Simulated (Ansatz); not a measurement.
Fluorite NiSi₂, treated with PBEsol in Ansatz (PAW).

A relaxed, unreconstructed slab of the (111) face has 18 atoms, two equal faces of 12.585 Å² each and an energy of -42293.9530 eV. A bulk cell of 9 atoms with the same orientation and in-plane k mesh has -21147.9544 eV. Energies are extrapolated to zero smearing.

Numerical settings: plane-wave cutoff 500 eV, 18×18×1 k mesh (along the axes of the cell as run), Fermi–Dirac smearing 0.05 eV, scalar-relativistic PAW data made under PBE.

Worked out: γ = (E_slab − N E_bulk per atom)/2A = [-42293.9530 − 18 × (-21147.9544/9)]/(2 × 12.585) = 0.0777 eV/Å². With 16.022 J/m² per eV/Å² this is 1.24 J/m², or 0.98 eV per surface cell and face.

Ansatz is a quantum-chemistry and plane-wave program.
